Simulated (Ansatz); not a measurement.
## Response to strain in LiNbO3

Base system: LiNbO₃ (space group R3c, No. 161).

```xyz
10
Lattice="2.5673 1.4822 4.6080 -2.5673 1.4822 4.6080 0.0000 -2.9645 4.6080" Properties=species:S:1:pos:R:3 pbc="T T T"
Li     0.0000     0.0000     3.8815
Li     0.0000     0.0000    10.7936
Nb     0.0000     0.0000    13.8019
Nb     0.0000     0.0000     6.8898
O     -0.6435    -1.4348     5.4740
O      1.5643     0.1601     5.4740
O     -0.9208     1.2747     5.4740
O     -1.6465    -0.2076     7.7780
O      0.6435     1.5297     7.7780
O      1.0030    -1.3222     7.7780
```

Cartesian axes are those of the cell as printed.

Strains are applied to the cell and any free atomic positions relax.

Calculations: Kohn–Sham DFT with the PBEsol functional, run in Ansatz (a program for electronic structure) with PAW and 420 eV plane waves, no SOC.

Notes on the quantities. pressure: mean of the normal stresses, compression positive; band gap: an upper bound: an edge found on the path is not a true extremum; the base alone.

| change | largest internal atomic displacement | pressure | shortest interatomic distance | band gap |
|---|---|---|---|---|
| base | – | 0.0 kbar | 1.882 Å | 3.51 eV |
| uniaxial strain ε_xx = −2.25 % | 0.030 Å | 26.6 kbar | 1.870 Å | 3.48 eV |
| uniaxial strain ε_xx = −1.50 % | 0.021 Å | 17.3 kbar | 1.874 Å | 3.49 eV |
| uniaxial strain ε_xx = −0.75 % | 0.011 Å | 8.5 kbar | 1.878 Å | 3.50 eV |

Stability against distortions was not tested.
